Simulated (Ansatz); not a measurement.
Base system: ZnSe in the zinc blende structure (space group F-43m, No. 216; a = 5.6333 Å). Axes: x, y, z lie along the cube axes.

Computed with plane-wave PAW DFT at the PBEsol level (Ansatz, a quantum-chemistry and plane-wave program, 420 eV), without spin-orbit coupling.

Strains are applied to the cell and any free atomic positions relax; under biaxial strain the out-of-plane vector relaxes too.

One change was made to it. Results:

```json
[
 {"quantity": "valence-band top at Γ (three highest levels, from the VBM)", "base": "0.00, 0.00, 0.00 eV", "after": "0.00, 0.00, -0.13 eV"},
 {"quantity": "shortest interatomic distance", "base": "243.9 pm", "after": "243.0 pm"}
]
```

Question: Which of these changes matches the shifts?
A. biaxial strain +2.00 %, plane normal [001], relaxed out of plane
B. biaxial strain +3.00 %, plane normal [001], relaxed out of plane
C. biaxial strain +2.50 %, plane normal [001], relaxed out of plane
D. biaxial strain −3.00 %, plane normal [001], relaxed out of plane
E. biaxial strain −1.50 %, plane normal [001], relaxed out of plane

Answer: E, biaxial strain −1.50 %, plane normal [001], relaxed out of plane. For comparison, the valence-band top at Γ in the other runs: biaxial strain +3.00 %, plane normal [001], relaxed out of plane gives 0.00, -0.22, -0.22 eV; biaxial strain +2.50 %, plane normal [001], relaxed out of plane gives 0.00, -0.18, -0.18 eV; biaxial strain −3.00 %, plane normal [001], relaxed out of plane gives 0.00, 0.00, -0.28 eV; biaxial strain +2.00 %, plane normal [001], relaxed out of plane gives 0.00, -0.15, -0.15 eV.

The levels and masses belong to the bands next to the band gap. Stability against distortions was not tested.
